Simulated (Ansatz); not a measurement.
Some atoms of an NVE trajectory of composition Si15B, cell Si60B4, held well above this temperature first [in the run: it was liquid; mean temperature 2078 K (target 2090 K); density 2.47 g/cm³; mean pressure 0.7 GPa against a target of 0]; time step 1.5 fs, velocity Verlet. The numbers are results of PBE (plane waves, PAW; Ansatz, a program for electronic structure), not measurements. On the run's last frame a denser k-mesh moved the forces by 0.097 eV/Å rms, the static pressure by 0.13 GPa and the free energy by 4 meV/atom, which is about how far such values are converged.

| atom | mass (u) | x y z (Å) | v (Å/fs) | F (eV/Å) |
|---|---|---|---|---|
| Si20 | 28.085 | 17.31878 5.50004 10.19950 | 0.004675 -0.002975 -0.006310 | -0.0174 0.1099 0.1157 |
| Si23 | 28.085 | 5.02150 7.12225 -1.11443 | 0.008180 -0.000409 0.000695 | -0.0178 -0.3406 -0.1130 |
| Si33 | 28.085 | 16.43990 12.70851 9.91752 | -0.005224 0.010741 0.006261 | -1.6079 -0.5308 -0.2544 |
| Si44 | 28.085 | 13.02429 -2.62426 -9.64497 | -0.003956 0.003779 0.001316 | 1.9772 -0.5404 1.8092 |
| Si45 | 28.085 | 4.72482 3.45397 -3.20708 | -0.007433 -0.006643 -0.001735 | -0.4163 -0.0233 0.7311 |
| Si58 | 28.085 | 1.93104 9.93238 8.84407 | -0.006624 0.012161 0.022535 | -1.9487 0.3269 2.1043 |

Give their positions one step later.

x' = x + vΔt + FΔt²/(2m), with 1 eV/(Å·u) = 0.0096485 Å/fs².
| atom | x' y' z' (Å) |
|---|---|
| Si20 | 17.32579 5.49562 10.19008 |
| Si23 | 5.03376 7.12151 -1.11343 |
| Si33 | 16.43144 12.72441 9.92681 |
| Si44 | 13.01912 -2.61880 -9.64229 |
| Si45 | 4.71351 3.44399 -3.20940 |
| Si58 | 1.92036 9.95075 8.87869 |
